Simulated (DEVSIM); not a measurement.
Device: Pd/HfO2/n-GaAs capacitor, at 300 K.

| layer (left to right) | material | thickness (nm) | Nd (cm⁻³) |
|---|---|---|---|
| 1 | HfO2 | 11.0 | - |
| 2 | GaAs | 7800 | 1.4e16 |

Metal gate on the left, work function 5.2 eV. Fixed charge at the semiconductor interface 0 cm⁻² (in units of +e); no interface traps.

This is a model device: material constants are rounded textbook-type values typed into the input, and sizes, dopings and lifetimes were drawn at random. Values at 300 K.

| parameter | HfO2 | GaAs |
|---|---|---|
| gap (eV) | 5.7 | 1.424 |
| affinity (eV) | 2.5 | 4.07 |
| permittivity | 22 | 12.9 |
| Nc (cm⁻³) | - | 4.7e17 |
| Nv (cm⁻³) | - | 9e18 |

DEVSIM, 1D Poisson equation in equilibrium, Boltzmann statistics, complete ionisation; no quantum confinement or tunnelling. Metal contacts follow the ideal Schottky-Mott rule: no Fermi-level pinning, no interface dipoles.

### Question
Tabulate band edges, carrier densities and field at 0.3 V on the gate.

### Answer
Energies count from the Fermi level of the right contact; mesh points crowd at the junctions.

```
x (μm)    Ec (eV)  Ev (eV)  n (cm⁻³)  p (cm⁻³)  field (V/cm)
--------  -------  -------  --------  --------  ------------
0.000       2.400   -3.300     < 1e2     < 1e2        -30000
0.001479    2.396   -3.304     < 1e2     < 1e2        -30000
0.004433    2.387   -3.313     < 1e2     < 1e2        -30000
0.008271    2.375   -3.325     < 1e2     < 1e2        -30000
0.01082     2.367   -3.333     < 1e2     < 1e2        -30000
0.01220     0.790   -0.634     25000     2.0e8        -51000
0.01555     0.773   -0.651     48000     1.1e8        -51000
0.02790     0.712   -0.712    510000   9900000        -48000
0.05344     0.595   -0.829     4.7e7    110000        -43000
0.1151      0.365   -1.059    3.5e11     < 1e2        -31000
0.2639      0.111   -1.313    6.5e15     < 1e2         -4900
0.8417      0.091   -1.333    1.4e16     < 1e2           ≈ 0
2.018       0.091   -1.333    1.4e16     < 1e2           ≈ 0
4.629       0.091   -1.333    1.4e16     < 1e2           ≈ 0
6.840       0.091   -1.333    1.4e16     < 1e2           ≈ 0
7.409       0.091   -1.333    1.4e16     < 1e2           ≈ 0
7.645       0.091   -1.333    1.4e16     < 1e2           ≈ 0
7.743       0.091   -1.333    1.4e16     < 1e2           ≈ 0
7.790       0.091   -1.333    1.4e16     < 1e2           ≈ 0
7.803       0.091   -1.333    1.4e16     < 1e2           ≈ 0
7.808       0.091   -1.333    1.4e16     < 1e2           ≈ 0
7.811       0.091   -1.333    1.4e16     < 1e2           ≈ 0
```
